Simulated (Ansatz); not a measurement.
We consider ZnWO₄ (P2/c, No. 13), described by PBEsol in Ansatz (PAW).

Numerical settings: plane-wave cutoff 500 eV, 8×8×8 k mesh, gaussian smearing 0.02 eV, no spin polarisation, scalar-relativistic PAW data made under PBE.

Cell (relaxed at this level):

```cif
data_O8W2Zn2
_chemical_formula_sum 'Zn2 W2 O8'
_space_group_name_H-M_alt 'P 1'
_space_group_IT_number 1
_cell_length_a 4.66489
_cell_length_b 5.71513
_cell_length_c 4.90765
_cell_angle_alpha 90.000
_cell_angle_beta 90.588
_cell_angle_gamma 90.000
loop_
_space_group_symop_operation_xyz
  'x, y, z'
loop_
_atom_site_label
_atom_site_type_symbol
_atom_site_fract_x
_atom_site_fract_y
_atom_site_fract_z
_atom_site_occupancy
Zn1 Zn 0.50000 0.67787 0.75000 1
Zn2 Zn 0.50000 0.32213 0.25000 1
W1 W 0.00000 0.18134 0.75000 1
W2 W 0.00000 0.81866 0.25000 1
O1 O 0.78303 0.10572 0.06522 1
O2 O 0.21697 0.89428 0.93478 1
O3 O 0.21697 0.10572 0.43478 1
O4 O 0.78303 0.89428 0.56522 1
O5 O 0.74254 0.37608 0.59699 1
O6 O 0.25746 0.62392 0.40301 1
O7 O 0.25746 0.37608 0.90301 1
O8 O 0.74254 0.62392 0.09699 1
```

Question: Predict the band gap.

Answer: 
* **band gap**: 2.85 eV (on the SCF k mesh)

Measured, for comparison: band gap 4.9 ± 0.2 eV (8 K, zero-point motion not removed, excitation threshold of photo-stimulated luminescence; as tabulated in Itoh, Katagiri, Aoki, Fujita, Photo-stimulated luminescence and photo-induced …).

Spin–orbit coupling is not included.

Static lattice: no zero-point or thermal effects.

It cost roughly 20 core-minutes of CPU time.

Ansatz is an electronic-structure program.
